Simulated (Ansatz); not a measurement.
H2O on the 1x1 (10-10) surface of wurtzite AlN (cut with top plane Al + N), one in a 2x1 cell, started at the site 'hollow Al-Al-N-N'

Host crystal: wurtzite AlN, with a band gap (PBE, scalar-relativistic without spin-orbit coupling).

The numbers are results of r2SCAN, at the PBE geometry (plane waves to 500 eV, PAW; Ansatz, a first-principles code), not measurements.

Model: 35-atom slab, 8.9 Å thick at the start under the adsorbate (thin: gaps and levels are the slab's own), 3x4x1 mesh, Fermi-Dirac 0.01 eV, dipole correction, single point; no symmetry held, on the structure that PBE left; no spin, no spin-orbit, no U, no dispersion correction. At the end it is bonded to Al + N. In PBE it is, or lies within 0.03 eV of, the lowest of the starts that converged; the order may differ at this level.

energy of the end state, in which the adsorbate came apart, against H2O(g) at the same level: -3.15 eV
change of the step from the bottom to the top vacuum level, against the clean slab: -0.16 eV
height of the binding atom over the mean of the host atoms within 0.3 Å of the top one: 1.689 Å
note: in the relaxation the adsorbate left its starting site by 2.0 Å
cost: very roughly 2.8 core-minutes

A negative adsorption energy means that the adsorbate is more stable on the surface than in its reference.
